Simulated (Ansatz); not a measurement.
**What isotropic strain −1.00 % does to Al**

The parent structure is Al in the fcc (Cu type) structure (space group Fm-3m, No. 225; a = 4.015 Å; relaxed with 0.1 eV smearing).

It is then changed as follows: the cell is scaled by 0.9900 in all directions; the atoms relax in the strained cell.

Calculations: PBEsol, PAW, 420 eV (Ansatz, a program for electronic structure; no spin-orbit coupling). k-mesh 28×28×28 (Γ-centred); smearing 0.1 eV (Fermi–Dirac).

| quantity | base | changed | shift |
|---|---|---|---|
| space group | Fm-3m (No. 225) | Fm-3m (No. 225) | – |
| shortest interatomic distance | 2.839 Å | 2.811 Å | -0.028 Å |
| energy relative to the base (free energy F) | 0 meV/atom | +3.8 meV/atom | +3.8 meV/atom |
| pressure | 0.0 GPa | 2.6 GPa | +2.6 GPa |
| band gap | zero | zero | – |

No phonon test of stability was made.
